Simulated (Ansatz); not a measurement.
# Pd: biaxial strain +2.08 %, plane normal [111], relaxed out of plane

Consider Pd in the fcc (Cu type) structure (space group Fm-3m, No. 225; a = 3.841 Å; relaxed with 0.1 eV smearing). Axes: x, y, z lie along the cube axes.

The change: biaxial strain +2.08 %, plane normal [111], relaxed out of plane (Cartesian); in-plane vectors clamped, the third vector and the atoms free.

Level of theory: DFT with LDA, PAW potentials and a 420 eV plane-wave cutoff in Ansatz (a program for electronic structure), without spin-orbit coupling. Settings: 29×29×29 k-points, 0.1 eV Fermi–Dirac smearing.

The volume per atom increases by 0.314 Å³ to 14.49 Å³ and the space group changes from Fm-3m (No. 225) to R-3m (No. 166). The shortest interatomic distance shrinks by 0.029 bohr (5.133 bohr → 5.104 bohr) and the energy rises by 13 meV/atom. The pressure (mean of the normal stresses, compression positive) goes from zero to -4.3 GPa and the band gap is still zero. The out-of-plane strain amounts to -1.91 % and the ratio −ε⊥/ε∥ amounts to 0.92. The mean in-plane stress (compression positive) comes out as -6.5 GPa.

Whether these cells are dynamically stable was not tested. The final runs are not spin-polarised. Pd lies near a magnetic instability that expansion can trigger; it was not tested.
